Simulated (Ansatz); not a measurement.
Ansatz (a quantum-chemistry and plane-wave program) run on Zn7Mo (Fm-3m, 8 atoms in the cell): self-consistent single point

Computed with LDA (PW92), default PAW files made with PBE (plane waves; Ansatz).

Input as run:

Ansatz 0.2 input:
```yaml
# Zn7Mo
crystal:
  lattice:
    - [0.000000, 3.873099, 3.873099]
    - [3.873099, 0.000000, 3.873099]
    - [3.873099, 3.873099, 0.000000]
  atoms:
    - { symbol: Zn, position_ang: [1.936549, 1.936549, 0.000000] }
    - { symbol: Zn, position_ang: [1.936549, 1.936549, 3.873099] }
    - { symbol: Zn, position_ang: [0.000000, 1.936549, 1.936549] }
    - { symbol: Zn, position_ang: [3.873099, 1.936549, 1.936549] }
    - { symbol: Zn, position_ang: [1.936549, 0.000000, 1.936549] }
    - { symbol: Zn, position_ang: [1.936549, 3.873099, 1.936549] }
    - { symbol: Zn, position_ang: [3.873099, 3.873099, 3.873099] }
    - { symbol: Mo, position_ang: [0.000000, 0.000000, 0.000000] }
basis:
  ecutwfc: 420.0
kpoints:
  mp_grid: { grid: [8, 8, 8] }
hamiltonian:
  xc: lda
  pseudopotentials: { kind: paw }
scf:
  occupations: { method: fermi_dirac, width: 0.1 }
output:
  forces: true
  eigenvalues: true
  stress: true
```

Output, abridged:

```
WARN ansatz: RAYON_NUM_THREADS=1 ignored (pool sized by the plan → 1); use --threads N
Pseudopotentials: kind: paw
Pseudopotential: Zn, paw, valence charge 12
Pseudopotential: Mo, paw, valence charge 14
Crystal: 8 atoms, lattice volume = 116.200 Å³
Basis set: ecut = 420 eV, 2229 PW (Γ)
Bands: 59, of which v1, the nominal top of the filled ones, is band 49 counted from 1 (48 counted from 0)
Symmetry: 48 space group operations
Space group: Fm-3m (ITA 225), of the structure as read, at distance tolerance 4.9e-5 Å
k-points: 29 of 512
PAW frozen core: Zn, regenerated for the run's functional, and the local potential with it
PAW frozen core: Mo, regenerated for the run's functional, and the local potential with it
Initial density: superposition of atomic densities (neutral atoms: chi_scale 0, normalization atom), corrected by the library's trained network
Initial wavefunctions: pseudopotential atomic-orbital guess
Eigensolver: davidson
Functional: x = slater, c = lda
SCF iter   1: F=—  HF=-27566.698564 eV  |F-HF|=—  |Δ(HF+E_count)|=         —  Δρ=1.15e-2  dr2=2.90e-1  ethr=1.77e-3  ⟨swp⟩=8.3  Hψ=7279  notcnv=0  defer=5
all-band conjugate gradients solve this SCF's bands
preconditioner: auto → Kerker (q_TF=auto, 2.652 Å⁻¹)
SCF iter   2: F=—  HF=-27566.670871 eV  |F-HF|=—  |Δ(HF+E_count)|=   2.77e-2  Δρ=5.60e-3  dr2=9.07e-2  ethr=2.95e-4  ⟨swp⟩=1.0  Hψ=1972  notcnv=0  defer=5
SCF iter   3: F=—  HF=-27566.662280 eV  |F-HF|=—  |Δ(HF+E_count)|=   8.59e-3  Δρ=2.73e-3  dr2=4.40e-3  ethr=9.25e-5  ⟨swp⟩=2.6  Hψ=2840  notcnv=0  defer=5
SCF iter   4: F=—  HF=-27566.659229 eV  |F-HF|=—  |Δ(HF+E_count)|=   3.05e-3  Δρ=5.88e-4  dr2=4.25e-4  ethr=4.49e-6  ⟨swp⟩=2.0  Hψ=2895  notcnv=0  defer=5
SCF iter   5: F=—  HF=-27566.659115 eV  |F-HF|=—  |Δ(HF+E_count)|=   1.13e-4  Δρ=1.23e-4  dr2=4.58e-5  ethr=4.34e-7  ⟨swp⟩=2.0  Hψ=3120  notcnv=0  defer=5
SCF iter   6: F=—  HF=-27566.659113 eV  |F-HF|=—  |Δ(HF+E_count)|=   2.26e-6  Δρ=1.01e-4  dr2=1.00e-5  ethr=4.68e-8  ⟨swp⟩=2.0  Hψ=2977  notcnv=0  defer=5
SCF iter   7: F=—  HF=-27566.659109 eV  |F-HF|=—  |Δ(HF+E_count)|=   4.19e-6  Δρ=3.65e-5  dr2=2.59e-6  ethr=1.02e-8  ⟨swp⟩=2.0  Hψ=2893  notcnv=0  defer=5
SCF iter   8: F=-27566.659108 eV  HF=-27566.659108 eV  |F-HF|=5.11e-8  |Δ(HF+E_count)|=   5.81e-7  Δρ=8.43e-6  dr2=9.41e-8  ethr=1.02e-10  ⟨swp⟩=8.8  Hψ=9323  notcnv=0
SCF 1 converged in 8 iterations: F = -27566.659108 eV  dr2 = 9.41e-8
SCF converged after 8 iterations
Free energy (F): -27566.659108 eV
Harris-Foulkes:  -27566.659108 eV  (|F-HF|=5.11e-8)
Internal energy: -27566.579341 eV  (E = F + TS)
E sigma→0 (E₀):  -27566.619224 eV
Entropy (-TS):   -0.079768 eV (-9.971 meV/atom)
Fermi energy:    12.374127 eV
--- Per-component energies (eV) ---
  E_band       = 305.088517
  E_kinetic    = 1364.214717
  E_local      = -11287.032632  (includes V_loc(G=0)·N_el)
  E_nonlocal   = 4439.411904
  E_hartree    = 4645.752827
  E_xc         = -1136.994296
  E_vxc        = -610.345185  (∫ρ·V_xc dr)
  E_paw        = -15358.727242  (= ΣΔE_a)
  E_vpaw       = -2892.679907  (= ΣTr[D̂ρ^β])
  E_aug_tail   = -0.002356  (compensation charges beyond the density's cutoff)
  E_ewald      = -10244.575067
  E_core_change = 11.372806  (= ΣΔE_core)
  E_smearing   = -0.079768  (= −TS)
  E_closure    = -0.000000  (closes the sum)
  Σ components = -27566.659108   (vs F -27566.659108, Δ=0.00e0)
--- Forces (eV/Å), atoms counted from 1 ---
  atom   1  Zn     0.00000000    -0.00000000     0.00000000
   [... zero for the other atoms too ...]
  max |Σ_I F_I| component: 6.12e-28 eV/Å
--- Stress (GPa, compression-positive) ---
       -7.461049       0.000000       0.000000
       -0.000000      -7.461049       0.000000
        0.000000      -0.000000      -7.461049
  P = ⅓ Tr σ = -7.4610 GPa (-74.610 kbar)
  The stress holds the Pulay correction. Without it, at fixed plane waves, as pw.x and ABINIT print it: P = -7.5256 GPa
--- Band table (eV; the first three rows and the last of 29) ---
  k-point 0: bands = ["-47.9654", "-22.1181", "-22.1181", "-22.1181", "2.1957", "4.0590", "4.0590", "4.0590", "4.1508", "4.1928", "4.1928", "4.4280", "4.4280", "4.4280", "4.4398", "4.8415", "4.8415", "4.8415", "4.9875", "4.9875", "4.9875", "5.0255", [...]
  k-point 1: bands = ["-47.9653", "-22.1186", "-22.1183", "-22.1183", "2.3192", "4.0768", "4.0921", "4.0921", "4.1826", "4.2225", "4.2225", "4.4439", "4.4612", "4.4612", "4.4707", "4.8278", "4.8572", "4.8572", "4.9806", "4.9806", "5.0136", "5.0322", [...]
  k-point 2: bands = ["-47.9653", "-22.1198", "-22.1186", "-22.1186", "2.6788", "4.1111", "4.1722", "4.1722", "4.2796", "4.3123", "4.3123", "4.4859", "4.5532", "4.5535", "4.5535", "4.7966", "4.8945", "4.8945", "4.9565", "4.9565", "5.0658", "5.0658", [...]
  k-point 28: bands = ["-47.9652", "-22.1207", "-22.1207", "-22.1198", "4.3816", "4.4104", "4.4104", "4.5175", "4.5639", "4.5639", "4.5804", "4.6336", "4.6786", "4.7621", "4.7621", "4.7726", "4.8284", "4.8823", "4.8976", "4.8976", "4.9735", [...]
```

The run converged in 8 iterations.

The starting cell comes from a database of computed structures (which also holds hypothetical and non-ambient phases and stackings), without a prior relaxation at this level. Its lattice was rescaled by up to half a per cent. Spin polarisation is off. With a pressure of about -7 GPa the cell is away from its equilibrium volume at this level. Ansatz's pressure includes its estimate of the finite-basis (Pulay) stress.
